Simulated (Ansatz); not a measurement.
Base system: MgO in the wurtzite structure (space group P6_3mc, No. 186; a = 3.303 Å, c = 5.021 Å; a cell from a computed database, its experimental status unchecked).

Levels (all Ansatz, an electronic-structure program, PAW): PBEsol (420 eV, no spin-orbit coupling); HSE06 (420 eV, spin-orbit coupling left out).

Its gap is 3.36 eV with PBEsol and 5.09 eV with HSE06.

One thing is altered: an isotropic linear strain of −4.39 %, atoms relaxed at fixed cell.

With PBEsol the gap becomes 4.11 eV.

Q: If the HSE06 correction stayed the same, what would the HSE06 gap be, and what does the HSE06 run give?

A: A rigid correction of +1.73 eV gives 5.84 eV. The HSE06 run gives 5.93 eV, so the correction itself changes by +0.09 eV.

Single points use the geometry relaxed with PBEsol. Whether these cells are dynamically stable was not tested. This is not the structure that MgO has at room temperature and ambient pressure.
